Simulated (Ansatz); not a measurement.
System: CdGaNO (model structure, started from the AlSiCN type, P3m1, No. 156, 4 atoms in the cell). Method: LDA in Ansatz (plane waves, PAW).

Run with plane-wave cutoff 520 eV, 18×18×10 k mesh (along the axes of the cell as run), Fermi–Dirac smearing 0.05 eV, scalar-relativistic PAW data made under PBE.

Cell (relaxed at this level):

```cif
data_CdGaNO
_chemical_formula_sum 'Ga1 Cd1 O1 N1'
_space_group_name_H-M_alt 'P 1'
_space_group_IT_number 1
_cell_length_a 3.24288
_cell_length_b 3.24288
_cell_length_c 5.62810
_cell_angle_alpha 90.000
_cell_angle_beta 90.000
_cell_angle_gamma 120.000
loop_
_space_group_symop_operation_xyz
  'x, y, z'
loop_
_atom_site_label
_atom_site_type_symbol
_atom_site_fract_x
_atom_site_fract_y
_atom_site_fract_z
_atom_site_occupancy
Ga1 Ga 0.33333 0.66667 0.50220 1
Cd1 Cd 0.66667 0.33333 0.97931 1
O1 O 0.33333 0.66667 0.17097 1
N1 N 0.66667 0.33333 0.59752 1
```

**Question.** What does this level give for the band gap and bulk modulus?

**Answer.** 
- band gap: 0.62 eV (on the SCF k mesh)
- bulk modulus: 153 GPa

Note: the bulk modulus is −V dP/dV from two relaxed cells at ±2 % in volume; the relaxation could raise the start's symmetry but not lower it, so the cell can be a saddle point.

Spin–orbit coupling is not included.

It cost about 11 core-minutes (a rough figure) of CPU time.

A model structure was made by putting elements into a prototype or built by hand; it is no filed structure, need not be a known phase, and can be a saddle point held by its symmetry.

Ansatz is a program for electronic structure.
